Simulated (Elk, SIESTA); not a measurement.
A SIESTA input for a self-consistent single point of Ti2InC (P6_3/mmc, 8 atoms in the cell) (DFT, LDA PW92, numerical atomic orbitals DZP, PseudoDojo LDA standard norm-conserving potentials (rewritten from UPF to PSML)):

```
# files in the folder: Ti.psml In.psml C.psml (PseudoDojo LDA standard)
SystemName  Ti2InC
SystemLabel ti2inc

NumberOfAtoms                8
NumberOfSpecies              3
%block ChemicalSpeciesLabel
  1 22 Ti
  2 49 In
  3 6 C
%endblock ChemicalSpeciesLabel
LatticeConstant              1.0 Ang
%block LatticeVectors
     3.042149000    0.000000000    0.000000000
    -1.521075000    2.634579000    0.000000000
     0.000000000    0.000000000   13.709421000
%endblock LatticeVectors
AtomicCoordinatesFormat      Ang
%block AtomicCoordinatesAndAtomicSpecies
     1.521075854    0.878192122    7.934464498  1
    -0.000001854    1.756386878    5.774956502  1
    -0.000001854    1.756386878    1.079753998  1
     1.521075854    0.878192122   12.629667002  1
     1.521075854    0.878192122    3.427355250  2
    -0.000001854    1.756386878   10.282065750  2
     0.000000000    0.000000000    6.854710500  3
     0.000000000    0.000000000    0.000000000  3
%endblock AtomicCoordinatesAndAtomicSpecies

XC.functional                LDA
XC.authors                   PW92
PAO.BasisSize                DZP
PAO.EnergyShift              0.01 Ry
MeshCutoff                   350 Ry
%block kgrid.MonkhorstPack
    8   0   0  0.0
    0   8   0  0.0
    0   0   2  0.0
%endblock kgrid.MonkhorstPack
OccupationFunction           MP
OccupationMPOrder            0
ElectronicTemperature        1160.45 K

MaxSCFIterations             150
SCF.Mixer.Method             Pulay
SCF.Mixer.Weight             0.2
SCF.Mixer.History            8
SCF.DM.Tolerance             1.0E-04
Diag.ParallelOverK           true
WriteForces                  true
```

Question: Give the Elk input for the same structure, mesh, smearing and functional.

Answer: One input that does it (others would too):

```
tasks
  0

xctype
  3

rgkmax
  7.0

rmtscf
  0.88

stype
  0

swidth
  0.00367493

avec
    5.7488291865    0.0000002993    0.0000000000
   -2.8744148524    4.9786319679    0.0000000000
    0.0000000000    0.0000000000   25.9070510172

atoms
  3   : nspecies
  'Ti.in'   : spfname
  4   : natoms; atposl, bfcmt below
  0.6666666667  0.3333333333  0.5787600000    0.0 0.0 0.0
  0.3333333333  0.6666666667  0.4212400000    0.0 0.0 0.0
  0.3333333333  0.6666666667  0.0787600000    0.0 0.0 0.0
  0.6666666667  0.3333333333  0.9212400000    0.0 0.0 0.0
  'In.in'   : spfname
  2   : natoms; atposl, bfcmt below
  0.6666666667  0.3333333333  0.2500000000    0.0 0.0 0.0
  0.3333333333  0.6666666667  0.7500000000    0.0 0.0 0.0
  'C.in'   : spfname
  2   : natoms; atposl, bfcmt below
  0.0000000000  0.0000000000  0.5000000000    0.0 0.0 0.0
  0.0000000000  0.0000000000  0.0000000000    0.0 0.0 0.0

ngridk
  8 8 2
```

Basis, cutoffs, solver keys and any potentials are the target program's own. This input uses DFT, LDA (PW92), all-electron FP-LAPW, Elk's shipped species files, default APW+lo basis. LDA parametrisations can differ slightly between programs.

The starting cell comes from a database of computed structures (which also holds hypothetical and non-ambient phases and stackings), without a prior relaxation at this level. Its lattice was rescaled by a random factor within 2.5 % of one. For this run, on top of that: lattice scaled by 0.98.
